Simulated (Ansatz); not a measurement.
## rock-salt TiN: the defect Cu_Ti

These are PBE, PAW (plane waves to 420 eV; Ansatz, a program for electronic structure) values and carry that method's errors. Set-up: 64-site cell; 4×4×4 shifted k-points; start: the Ti site; no Hubbard U; energies good to tenths of an eV; the relaxation kept the symmetry of the starting site.

Neighbours after relaxation, in Å: of the Cu atom: N 2.17, N 2.17, N 2.17, N 2.17, N 2.17, N 2.17.

```
charge  moment (μB)  point group  largest move off a lattice site (Å)
------  -----------  -----------  -----------------------------------
0          quenched           Oh                                 0.05
```

Point groups are those of the whole cell at tolerances of 0.03 and 0.1 Å ("near" where only the looser one holds); none is given for unsettled states.

Starting moments that weren't kept: charge 0 began with 1 μB and ended with 0.0.

All states together cost about 12 core-minutes (a rough figure).
